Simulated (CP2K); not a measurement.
Checking a run of CP2K on CuSi2P3 (Cm, 12 atoms in the cell). The aim is a self-consistent single point with DFT PBEsol, GPW, DZVP-MOLOPT-SR-GTH basis, GTH-PBE potentials (GTH_POTENTIALS).

Cell that was meant: a = 11.4761 Å, b = 11.4761 Å, c = 6.4417 Å, α = 94.43°, β = 94.43°, γ = 18.24°.

Part of the input:

```
      &END MIXING
      &SMEAR ON
        METHOD FERMI_DIRAC
        ELECTRONIC_TEMPERATURE [K] 34813.6
      &END SMEAR
    &END SCF
    &KPOINTS
```

Output, abridged:

```
 GLOBAL| Method name                                                        CP2K
   [... lines left out ...]
                        No outer SCF

 Extrapolation method: initial_guess

 Number of electrons:                                                         68
 Number of occupied orbitals:                                                 34
 Number of molecular orbitals:                                                46

 Number of orbital functions:                                                180
 Number of independent orbital functions:                                    180
 SCF WAVEFUNCTION OPTIMIZATION

  Step     Update method      Time    Convergence         Total energy    Change
     1 NoMix/Diag. 0.30E+00      -     0.64908452      -151.7631387382 -1.52E+02
     2 Broy./Diag. 0.30E+00      -     0.58909989      -161.5335173849 -9.77E+00
     3 Broy./Diag. 0.30E+00      -     0.27463166      -148.1376305750  1.34E+01
     4 Broy./Diag. 0.30E+00      -     0.08883140      -151.2644604409 -3.13E+00
     5 Broy./Diag. 0.30E+00      -     0.05078708      -153.0798531152 -1.82E+00
     6 Broy./Diag. 0.30E+00      -     0.01960327      -154.1253384521 -1.05E+00
   [... 7 lines left out ...]
    14 Broy./Diag. 0.30E+00      -     0.00000627      -153.5182801501 -6.57E-04
    15 Broy./Diag. 0.30E+00      -     0.00000492      -153.5183337366 -5.36E-05
    16 Broy./Diag. 0.30E+00      -     0.00000110      -153.5182440979  8.96E-05
    17 Broy./Diag. 0.30E+00      -     0.00000053      -153.5182463294 -2.23E-06
  *** SCF run converged in    17 steps ***

  Overlap energy of the core charge distribution:               0.00000009222605
  Self energy of the core charge distribution:               -268.24267606628536
  Core Hamiltonian energy:                                     74.33713024928655
  Hartree energy:                                              74.25975306220982
  Exchange-correlation energy:                                -29.72521564361847
  Electronic entropic energy:                                  -4.14723800708889
  Fermi energy:                                                 0.17160780400639

  Total energy:                                              -153.51824632936393
  Total energy (extrapolated to T->0):                       -151.44462732581948

   [... lines left out ...]
 STRESS|                        x                   y                   z
 STRESS|      x        1.53713966948E+05  -5.21297865718E+03  -7.63111325053E+03
 STRESS|      y       -5.21297865718E+03   1.85349677852E+05  -1.22489491823E+03
 STRESS|      z       -7.63111325053E+03  -1.22489491823E+03   2.11143855004E+05
 STRESS| 1/3 Trace                                             1.83402499935E+05
```

**Question.** Is this run sound? If not, what is wrong?

**Answer.** The run is not sound. The fault is a smearing width that is far too large. A width of many tenths of an electronvolt moves electrons far across the Fermi level or the gap, and the free energy and its derivatives carry a large smearing term. To fix it, use a width small against the gap or band features. The run converged in 17 iterations without an error; against the sound input the free energy drops by 5.22 eV/atom, the pressure goes from -0.36 to 18.34 GPa and the largest force goes from 0.416 to 3.312 eV/Å.

The sound input it was made from differs as follows (other fixes are possible):
```diff
-        ELECTRONIC_TEMPERATURE [K] 34813.6
+        ELECTRONIC_TEMPERATURE [K] 1160.45
```

With that input, the run converged in 18 iterations: free energy E − TS -4114.7676 eV; Fermi level (on the code's own zero) 4.27 eV; pressure -0.36 GPa; largest force (vector length) 0.416 eV/Å (DFT PBEsol, GPW, DZVP-MOLOPT-SR-GTH basis, GTH-PBE potentials (GTH_POTENTIALS)).

On the sound input: the starting cell comes from a database of computed structures (which also holds hypothetical and non-ambient phases and stackings), without a prior relaxation at this level. Spin polarisation is off. Values carry the incompleteness of an atom-centred basis. The potentials were made for another functional than the one used. The run gives no clean gap (levels at the Fermi energy touch, overlap or are partly filled at this smearing), which alone does not show that the compound is a metal.
